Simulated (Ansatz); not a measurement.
## What isotropic strain −3.00 % does to K2S

The reference is K2S in the anti-fluorite structure (space group Fm-3m, No. 225; a = 7.336 Å).

The change: the cell is scaled by 0.9700 in all directions, atoms relaxed at fixed cell.

All numbers come from Ansatz (an electronic-structure program) PBEsol, without spin-orbit coupling. Γ-centred 8×8×8 mesh, Fermi–Dirac width 0.05 eV.

```tsv
quantity	base	changed	shift
volume per atom	32.90 Å³	30.03 Å³	-2.87 Å³
space group	Fm-3m (No. 225)	Fm-3m (No. 225)	–
shortest interatomic distance	3.177 Å	3.081 Å	-0.0953 Å
energy relative to the base (free energy F)	0 meV/atom	+19 meV/atom	+19 meV/atom
pressure	0.01 GPa	2.25 GPa	+2.24 GPa
band gap	2.35 eV	2.57 eV	+0.22 eV
gap character	indirect, X → Γ	indirect, X → Γ	–
smallest direct gap	2.58 eV	2.90 eV	+0.329 eV
mean gap deformation potential ΔEg/Δln V	–	-2.4 eV	–
width of the top valence band	0.23 eV	0.34 eV	+0.11 eV
electron mass	0.35 mₑ (at Γ)	0.35 mₑ (at Γ)	–
valley order (the lowest conduction-band minima on the path, energy above the VBM, named in the base's zone)	Γ 2.35 eV; X along ⟨100⟩ 3.42 eV	Γ 2.57 eV; X along ⟨100⟩ 3.42 eV	–
```

Final structure:

```xyz
3
Lattice="0.0000 3.5579 3.5579 3.5579 0.0000 3.5579 3.5579 3.5579 0.0000" Properties=species:S:1:pos:R:3 pbc="T T T"
K      1.7790     1.7790     1.7790
K      5.3369     5.3369     5.3369
S      0.0000     0.0000     0.0000
```

Cost of the whole job for the changed cell (relaxation, final SCF and bands): very roughly 6 core-seconds.

Effective masses come from finite differences of ±0.01 Å⁻¹. Whether these cells are dynamically stable was not tested.
